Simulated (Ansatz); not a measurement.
The starting structures come from a database of crystals and need not be the phases stable at ambient conditions.

 Where the default PAW files enter, the runs use the earlier of Ansatz's two default sets.

The decay constant κ of evanescent states in the gap governs leakage through a thin film.

Input:

```
CELL_PARAMETERS angstrom
      7.75224     0.00000     0.00000
     -3.87612     6.71364     0.00000
      0.00000     0.00000     5.61885
ATOMIC_POSITIONS crystal
  Si 0.43041 0.51225 0.19640
  Si 0.48775 0.91816 0.19640
  Si 0.08184 0.56959 0.19640
  Si 0.91816 0.48775 0.69640
  Si 0.56959 0.08184 0.69640
  Si 0.51225 0.43041 0.69640
  Si 0.83281 0.74658 0.98848
  Si 0.25342 0.08623 0.98848
  Si 0.91377 0.16719 0.98848
  Si 0.08623 0.25342 0.48848
  Si 0.16719 0.91377 0.48848
  Si 0.74658 0.83281 0.48848
  N  0.61000 0.95445 0.46907
  N  0.04555 0.65555 0.46907
  N  0.34445 0.39000 0.46907
  N  0.65555 0.04555 0.96907
  N  0.39000 0.34445 0.96907
  N  0.95445 0.61000 0.96907
  N  0.00000 0.00000 0.98901
  N  0.00000 0.00000 0.48901
  N  0.68527 0.68165 0.73485
  N  0.31835 0.00362 0.73485
  N  0.99638 0.31473 0.73485
  N  0.00362 0.31835 0.23485
  N  0.31473 0.99638 0.23485
  N  0.68165 0.68527 0.23485
  N  0.66667 0.33333 0.64075
  N  0.33333 0.66667 0.14075
```

Space group of this cell: P31c. The cell is taken as given.

Transport runs along the normal of the first two printed cell vectors, the (001) plane of the conventional cell.

The gap is the functional's own, uncorrected, and κ follows it; spin-orbit coupling is left out. Mid-gap values are interpolated between the computed energies.

**Question.** State the band gap and the smallest decay constant κ at mid-gap according to r2SCAN in Ansatz (an electronic-structure program).

**Answer.** Gap 5.33 eV on a 6×6×6 mesh; κ = 0.383 1/Å, at (0.167, 0.000) of the in-plane reciprocal vectors. At the zone centre, at the nearest computed energy, the slowest state has κ = 0.39 1/Å.
